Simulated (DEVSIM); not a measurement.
System: abrupt Si n-p junction, at 250 K.

Layer 1 from the left is Si, thickness (μm) 15.0, Nd (cm⁻³) 8.9e17, τn (s) 1.4e-5, τp (s) 1.4e-5. Layer 2 from the left is Si, thickness (μm) 0.960, Na (cm⁻³) 7.6e16, τn (s) 1.4e-5, τp (s) 1.4e-5.

Left contact: ohmic. Right contact: ohmic. Voltage is applied to the left contact. Recombination: SRH at mid-gap, radiative. Mobility is constant in doping.

Constants are typed, rounded textbook-type inputs, not results; the design itself was drawn at random and stands for no fabricated device. Values at 300 K; Nc and Nv go as T^1.5, mobilities as T to minus their exponent, the gap by Varshni's rule with the affinity fixed.

Si: gap (eV) 1.124, affinity (eV) 4.05, permittivity 11.7, Nc (cm⁻³) 2.86e19, Nv (cm⁻³) 3.1e19, μn (cm²/Vs) 1417, μp (cm²/Vs) 470, T exponent of μn 2.3, T exponent of μp 2.2, B (cm³/s) 4.7e-15, Varshni α (eV/K) 0.000473, Varshni β (K) 636.

Q: Estimate by hand the built-in potential, the peak field at zero bias, and compare with a numerical solution.

A: 
- Built-in potential: ni = √(Nc Nv) exp(−Eg/2kT) = 8.01e7 cm⁻³ with Eg = 1.136 eV; Vbi = kT/q ln(Na Nd/ni²) = 0.944 V; numerical 0.944 V.
- Peak field at zero bias: depletion approximation: W = √(2εVbi/(qN)) = 0.132 μm with N = 7.00e16 cm⁻³; field = 2Vbi/W = 143000 V/cm; numerical 140000 V/cm (estimate above by 2.1 %).

DEVSIM, 1D drift-diffusion, Boltzmann statistics, complete ionisation; no tunnelling, impact ionisation, image-force lowering or self-heating.
